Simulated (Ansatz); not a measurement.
By PBEsol, the system below comes out a metal.

Without scattering a metal conducts by its projected Fermi surface.

Given:

```
CoSi2
1.0
    3.68161     0.00000     0.00000
    0.00000     3.68161     0.00000
    1.84081    -1.84081     2.60329
Co Si
1 2
Direct
  0.00000   0.00000   0.00000
  0.25000   0.25000   0.50000
  0.75000   0.75000   0.50000
```

The cell is strained (all lengths scaled by 0.98); by PBEsol it stands under a pressure of 13.4 GPa.

The current flows along the normal of the first two printed cell vectors, the (001) plane of the conventional cell. No spin-orbit coupling; the value is a mean over 0.1 eV about the Fermi level.

Problem. Give the ballistic conductance per area that PBEsol (Ansatz, a quantum-chemistry and plane-wave program) yields.

Solution. 0.83 × 10¹⁵ S/m² for both spins.
